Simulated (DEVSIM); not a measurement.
Device: abrupt Si p-n junction, at 300 K.

Layer 1 from the left is Si, thickness (μm) 0.250, Na (cm⁻³) 6.4e17, τn (s) 0.00051, τp (s) 0.00051. Layer 2 from the left is Si, thickness (μm) 6.40, Nd (cm⁻³) 4.5e17, τn (s) 0.00051, τp (s) 0.00051.

Left contact: ohmic. Right contact: ohmic. Voltage is applied to the left contact. Recombination: SRH at mid-gap, radiative. Mobility is μmin + (μ − μmin)/(1 + (N/Nref)^α).

The device is made up for the run: typed textbook-type constants, with dimensions and the other settings drawn at random. Values at 300 K.

Si: gap (eV) 1.124, affinity (eV) 4.05, permittivity 11.7, Nc (cm⁻³) 2.86e19, Nv (cm⁻³) 3.1e19, μn (cm²/Vs) 1417, μp (cm²/Vs) 470, μn,min 52, μp,min 45, Nref,n 9.7e16, Nref,p 2.2e17, αn 0.68, αp 0.72, B (cm³/s) 4.7e-15.

Model (solved in DEVSIM): 1D drift-diffusion, Boltzmann statistics, complete ionisation; no tunnelling, impact ionisation, image-force lowering or self-heating.

Problem. What does the simulation give for the dark forward voltage at 1 A/cm², the dark forward voltage at 100 A/cm²?

Solution. dark forward voltage at 1 A/cm² 0.651 V; dark forward voltage at 100 A/cm² 0.774 V.
